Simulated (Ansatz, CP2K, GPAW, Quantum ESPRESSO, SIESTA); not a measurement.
## Code comparison for ZnS (P6_3mc, 8 atoms in the cell)

Self-consistent single point.

```yaml
crystal:
  lattice:
    - [3.80895, 0.00000, 0.00000]
    - [-1.90447, 3.29865, 0.00000]
    - [0.00000, 0.00000, 12.45260]
  atoms:
    - { symbol: Zn, position: [0.66667, 0.33333, 0.74993] }
    - { symbol: Zn, position: [0.33333, 0.66667, 0.24993] }
    - { symbol: Zn, position: [0.00000, 0.00000, 0.50000] }
    - { symbol: Zn, position: [0.00000, 0.00000, 0.00000] }
    - { symbol: S, position: [0.66667, 0.33333, 0.93773] }
    - { symbol: S, position: [0.33333, 0.66667, 0.43773] }
    - { symbol: S, position: [0.00000, 0.00000, 0.68734] }
    - { symbol: S, position: [0.00000, 0.00000, 0.18734] }
```

Shared settings, as Ansatz (a program for electronic structure) writes them: kpoints.mp_grid.grid = 7 7 2; scf.occupations.method = fixed. Potentials and cutoffs stand in the table.

```tsv
code	model	pressure (GPa)	largest force (eV/Å)	gap on the mesh (eV)	cutoff
Quantum ESPRESSO	LDA (PZ), GBRV 1.5 ultrasoft (LDA) pseudopotentials	-4.11	0.009	1.926	50 Ry
GPAW	LDA (Perdew-Wang 92), GPAW PAW datasets LDA (gpaw-data 1.0.1)	-4.29	0.009	1.932	800 eV
Ansatz	LDA (PW92), default PAW files made with PBE	-4.00	0.009	1.933	420 eV
CP2K	LDA (Pade form), GPW, DZVP-MOLOPT-SR-GTH basis, GTH-PADE potentials (GTH_POTENTIALS)	-3.49	0.014	1.898	grid 600 Ry
SIESTA	LDA PW92, numerical atomic orbitals DZP, PseudoDojo LDA standard norm-conserving potentials (rewritten from UPF to PSML)	-5.70	0.025	2.346	grid 350 Ry
```

Gaps are read on the mesh.

The spread over the programs that give each value: pressure within 2.21 GPa; largest force within 0.016 eV/Å; gap on the mesh within 0.448 eV.

CP2K and SIESTA use small atom-centred bases, whose incompleteness enters pressures, forces and empty levels differently from a plane-wave cutoff. Ansatz's pressure is given at a fixed set of plane waves, as the other plane-wave codes print theirs; with its correction for the finite basis it is -3.95 GPa. The same LDA comes in different parametrisations, which differ slightly. In the pressure, SIESTA (by 1.59) lies more than 1 GPa from the median of the plane-wave programs. In the gap, SIESTA (by 0.414) lies more than 0.12 eV from the median of the plane-wave programs.

The starting cell comes from a database of computed structures (which also holds hypothetical and non-ambient phases and stackings), without a prior relaxation at this level.

Keys are those of Ansatz 0.2.
